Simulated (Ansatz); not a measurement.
AlB2-type ZrB2, treated with r²SCAN-D4 (plane waves, PAW; Ansatz, a program for electronic structure).

Numerical settings: plane-wave cutoff 560 eV, 24×24×16 k mesh (along the axes of the cell as run), Fermi–Dirac smearing 0.05 eV, scalar-relativistic PAW data made under PBE.

Equation-of-state points:

```tsv
V (Å³/atom)	E − E_lowest (meV/atom)	P (GPa)
9.788	13.40	10.88
9.992	3.24	5.18
10.196	0.00	0.00
10.400	3.02	-4.68
10.604	11.73	-8.93
```

Task: Fit the third-order Birch–Murnaghan equation and give B0 and B′.

Result: V0 = 10.196 Å³/atom, B0 = 246 GPa, B′ = 3.9 (fit to the energies at full precision).

Shape and atoms are relaxed at each volume.

Note: the bulk modulus comes from volumes at which shape and atoms were relaxed.

Computed values are for the static lattice.
